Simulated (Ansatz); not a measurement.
Consider Ba in the bcc (W type) structure (space group Im-3m, No. 229; a = 4.882 Å; relaxed with 0.1 eV smearing). Axes: x, y, z lie along the cube axes.

Computed with PBEsol (Ansatz, an electronic-structure program; PAW; 420 eV plane waves; scalar-relativistic without spin-orbit coupling).

Strains are applied to the cell and any free atomic positions relax.

One change was made to it. Results:

```csv
quantity,base,after
energy relative to the base (free energy F),0 meV/atom,+15 meV/atom
pressure,0.0 GPa,-0.8 GPa
```

Problem. What was done to the base?
A) tensor shear ε_yz = −0.60 %
B) isotropic strain +3.28 %
C) uniaxial strain ε_yy = +0.38 %

Solution. B, isotropic strain +3.28 %. For comparison, the energy relative to the base in the other runs: tensor shear ε_yz = −0.60 % gives +0.3 meV/atom; uniaxial strain ε_yy = +0.38 % gives 0.0 meV/atom.

Stability against distortions was not tested.
